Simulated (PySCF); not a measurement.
PySCF 2.14.0, BP86/def2-svp, df: Nb(S)(Cl)(OH)2 ([OH][Nb]([OH])(=[S])[Cl]), 7 atoms. The geometry is a generated start, not checked to be a minimum at this level.

```yaml
task: energy
method: bp86
basis: def2-svp
two_electron_scheme: density fitting
mol.max_memory: 3000 MB
mf.max_cycle: 100
mf.init_guess: minao (default)
mf.conv_tol: 1e-09 (default)
mf.grids.level: 3 (default)
effective_core_potentials: those of the basis set, past Kr
basis_functions: 105
grid_points: 107984
```

```xyz
7

Nb    -0.0160    -0.0358     0.0335
S      1.7427     1.0318    -0.8510
Cl     1.0561    -1.4475     1.4284
O     -0.4717    -1.1048    -1.3180
H     -0.7025    -1.5979    -2.1113
O     -0.6417     1.2095     1.1459
H     -0.9668     1.9447     1.6725
```

Charge 0 and multiplicity 1 are set for this test and not shown to be the ground state.

With the defaults (mf.DIIS = CDIIS, mf.diis_space = 8, mf.diis = true, mf.damp = 0, mf.diis_start_cycle = 1, mf.diis_damp = 0) it converges in 18 Fock builds. One run each on 2 threads, 1 BLAS thread, with these changes:
- mf.diis_space = 12
- mf.DIIS = EDIIS
- mf.diis_space = 3
- mf.diis = false, mf.damp = 0.7, mf.diis_start_cycle = 999
- mf.DIIS = ADIIS
- mf.diis_space = 20
- mf.diis_damp = 0.3
- mf.diis_space = 5
- mf.diis = false

Task: Which of these changes keep the SCF from converging, or lead it to another solution?

Result: No convergence: mf.DIIS = EDIIS; mf.diis_space = 3; mf.diis = false; mf.diis = false, mf.damp = 0.7, mf.diis_start_cycle = 999 (the run ends without SCF convergence in 100 cycles). The rest reach the solution of the defaults.

```json
[
 {"setting": "mf.diis_damp = 0.3", "Fock builds": "16", "end": "same solution"},
 {"setting": "the defaults", "Fock builds": "18", "end": "same solution"},
 {"setting": "mf.diis_space = 20", "Fock builds": "18", "end": "same solution"},
 {"setting": "mf.diis_space = 12", "Fock builds": "18", "end": "same solution"},
 {"setting": "mf.diis_space = 5", "Fock builds": "24", "end": "same solution"},
 {"setting": "mf.DIIS = ADIIS", "Fock builds": "45", "end": "same solution"},
 {"setting": "mf.DIIS = EDIIS", "Fock builds": "101", "end": "no convergence"},
 {"setting": "mf.diis_space = 3", "Fock builds": "101", "end": "no convergence"},
 {"setting": "mf.diis = false", "Fock builds": "101", "end": "no convergence"},
 {"setting": "mf.diis = false, mf.damp = 0.7, mf.diis_start_cycle = 999", "Fock builds": "101", "end": "no convergence"}
]
```
